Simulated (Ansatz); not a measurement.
The structure below was relaxed with PBEsol-D3(BJ)/PAW in Ansatz (a quantum-chemistry and plane-wave program), no SOC.

```
W2B
1.0
    3.03865     0.00000     0.00000
   -1.51932     2.63155     0.00000
    0.00000     0.00000     4.67187
B W
1 2
Direct
  0.00000   0.00000   0.00000
  0.33333   0.66667   0.26410
  0.66667   0.33333   0.73590
```

Q: Find the space group and the Wyckoff positions.

A: Space group P-3m1 (No. 164); a = b = 3.039 Å, c = 4.672 Å, α = β = 90.00°, γ = 120.00°

```tsv
atom	site	symmetry	x	y	z
B	1a	-3m.	0.0000	0.0000	0.0000
W	2d	3m.	0.3333	0.6667	0.2641
```

Q: Describe the coordination.

A: The crystal has 3 atoms in its conventional cell. Cell: a = b = 3.039 Å, c = 4.672 Å, α = β = 90.00°, γ = 120.00°. B has 6 W at 2.145 Å (octahedral). W is surrounded by 3 B at 2.145 Å and 3 W at 2.817 Å and 9 W at 3.028–3.039 Å. (Neighbours: up to the widest gap in distance over summed covalent radii, below 1.35, at either atom; cation-cation and far metal-metal contacts left out.)

Whether these cells are dynamically stable was not tested. All final runs are without spin polarisation. An odd electron count without spin: W2B. The cell was made from W2C by this change: C → B; the result is a hypothetical phase, not in the database extracts checked.
